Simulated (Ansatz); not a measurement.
Al under a change: uniaxial strain ε_zz = +2.00 %

Take Al in the fcc (Cu type) structure (space group Fm-3m, No. 225; a = 3.984 Å; relaxed with 0.1 eV smearing) as the base. Axes: x, y, z lie along the cube axes.

One thing is altered: the cell is stretched by 2.00 % along z with no lateral relaxation, atoms relaxed at fixed cell.

Level of theory: DFT with LDA, PAW potentials and a 420 eV plane-wave cutoff in Ansatz (a program for electronic structure), no spin-orbit coupling. k-mesh 28×28×28 (Γ-centred); smearing 0.1 eV (Fermi–Dirac).

| quantity | base | changed | shift |
|---|---|---|---|
| space group | Fm-3m (No. 225) | I4/mmm (No. 139) | – |
| shortest interatomic distance | 2.817 Å | 2.817 Å | 0.000 Å |
| energy relative to the base (free energy F) | 0 meV/atom | +2.1 meV/atom | +2.1 meV/atom |
| pressure (mean of the normal stresses, compression positive) | 0.0 GPa | -1.6 GPa | -1.6 GPa |
| band gap | zero | zero | – |
| stress (xx, yy, zz, yz, xz, xy; compression positive) | – | (-1.3, -1.3, -2.1, 0.0, 0.0, 0.0) GPa | – |

No phonon test of stability was made.
